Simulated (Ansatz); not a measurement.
The parent structure is CsHS (space group I4/m, No. 87; a = 8.2907 Å, c = 9.1768 Å; a cell from a computed database, its experimental status unchecked). Axes: x, y, z lie along a, b, c of the conventional cell.

Calculations: Ansatz (a program for electronic structure), r2SCAN, PAW, cutoff 500 eV, no SOC.

The change: tensor shear ε_xz = −3.06 % (engineering shear γ = -0.0612), atoms relaxed at fixed cell.

### Question
Predict the stress tensor and what it implies for the stiffness.

### Answer
Stress of the strained cell less that of the base (GPa, compression positive):
```
   0.10    0.00    0.56
   0.00    0.11    0.00
   0.56    0.00    0.12
```

Then −Δσ/γ with γ = 2ε = -0.0612 gives secant stiffness values (nonlinear terms included at this strain): C55 ≈ 9.1 GPa.

Stability against distortions was not tested.
